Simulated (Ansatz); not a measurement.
Results of HSE06 (plane waves, PAW; Ansatz, an electronic-structure program) for cubic perovskite CsPbCl₃ (cubic high-temperature phase).

Run with plane-wave cutoff 460 eV, 4×4×4 k mesh, Fermi–Dirac smearing 0.01 eV, scalar-relativistic PAW data made under PBE.

A third-order Birch–Murnaghan fit to the energies gives V0 = 37.160 Å³/atom, B0 = 23.2 GPa, B′ = 4.7.

```json
[
 {"V (Å³/atom)": "35.306", "P (GPa)": "[?]"},
 {"V (Å³/atom)": "36.235", "P (GPa)": "[?]"},
 {"V (Å³/atom)": "37.078", "P (GPa)": "0.051"},
 {"V (Å³/atom)": "38.094", "P (GPa)": "[?]"},
 {"V (Å³/atom)": "39.023", "P (GPa)": "[?]"}
]
```

Problem. Estimate the withheld pressures from this fit; the answers are the runs' own values.

Solution. 
- 35.306, P (GPa): 1.340
- 36.235, P (GPa): 0.621
- 38.094, P (GPa): -0.544
- 39.023, P (GPa): -1.013

The formula P = (3/2) B0 (x^(7/3) − x^(5/3)) [1 + (3/4)(B′ − 4)(x^(2/3) − 1)] with x = V0/V meets the computed pressures within 0.01 GPa when these rounded values are put in.

Note: the relaxation could not lower the start's symmetry, so the cell can be a saddle point above a distorted one.

Spin–orbit coupling is not included; it can shift volumes and moduli of such heavy elements.

The computed numbers hold no vibrational or temperature effects.

Computing time: about 15 core-minutes (a rough figure).
